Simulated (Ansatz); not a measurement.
GaN: response to strain

The parent structure is GaN in the wurtzite structure (space group P6_3mc, No. 186; a = 3.218 Å, c = 5.243 Å). Axes: x lies along a and z along c of the hexagonal cell.

Strains are applied to the cell and any free atomic positions relax.

The values are results of PBE, PAW, 420 eV (Ansatz, an electronic-structure program; no spin-orbit coupling), not measurements.

Notes on the quantities. energy relative to the base: free energy F.

| uniaxial strain ε_zz (%) | energy relative to the base (meV/atom) |
|---|---|
| 0 | 0.0 |
| 0.6 | ? |
| 1.2 | 1.9 |
| 1.8 | 4.2 |
| 2.4 | 7.3 |
| 3 | 11.4 |

Fit ΔE = Aε² + Bε³ (ε in %) to the rows shown and predict the withheld row.

Least squares on the printed values gives A = 1.32 and B = -0.020 meV/atom (largest residual 0.1 meV/atom); this predicts 0.5 meV/atom, and the run gives 0.5 meV/atom, in agreement.

Stability against distortions was not tested.
